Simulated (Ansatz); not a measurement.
## SiC, response to strain

The parent structure is SiC in the wurtzite structure (space group P6_3mc, No. 186; a = 3.075 Å, c = 5.049 Å). Axes: x lies along a and z along c of the hexagonal cell.

Strains are applied to the cell and any free atomic positions relax; under biaxial strain the out-of-plane vector relaxes too.

All numbers come from Ansatz (an electronic-structure program) r2SCAN, no spin-orbit coupling, earlier PAW set.

Candidates:
(a) biaxial strain +3.46 %, plane normal [001], relaxed out of plane
(b) uniaxial strain ε_xx = −1.12 %
(c) biaxial strain −2.84 %, plane normal [001], relaxed out of plane
(d) isotropic strain +4.79 %
(e) strain tensor (xx, yy, zz, yz, xz, xy) = (+0.12, +1.28, +0.24, +0.61, −0.10, +0.19) %

Base values:

- Band gap = 2.65 eV

Order them by band gap, lowest first.

(c) biaxial strain −2.84 %, plane normal [001], relaxed out of plane (2.27 eV), (b) uniaxial strain ε_xx = −1.12 % (2.54 eV), (e) strain tensor (xx, yy, zz, yz, xz, xy) = (+0.12, +1.28, +0.24, +0.61, −0.10, +0.19) % (2.65 eV), (a) biaxial strain +3.46 %, plane normal [001], relaxed out of plane (2.68 eV), (d) isotropic strain +4.79 % (2.85 eV)

Gaps are read on the SCF mesh and a high-symmetry path. Whether these cells are dynamically stable was not tested.
